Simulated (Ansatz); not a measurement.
**Hf in the hcp (Mg type) structure (space group P6_3/mmc, No. 194)**

```
Hf
1.0
    3.15907     0.00000     0.00000
   -1.57954     2.73584     0.00000
    0.00000     0.00000     4.99993
Hf
2
Direct
  0.33333   0.66667   0.75000
  0.66667   0.33333   0.25000
```

Calculations: PBEsol (Ansatz, a quantum-chemistry and plane-wave program; PAW; 420 eV plane waves; no spin-orbit coupling). Γ-centred 17×17×9 mesh, Fermi–Dirac width 0.05 eV.

| Property | Value |
|---|---|
| Volume per atom | 21.61 Å³ |
| Density | 13.72 g/cm³ |
| Band gap | zero |
| Total energy | -15598.026 eV/atom (σ→0; compares only within this code and set-up) |

Stability against distortions was not tested. All final runs are without spin polarisation.
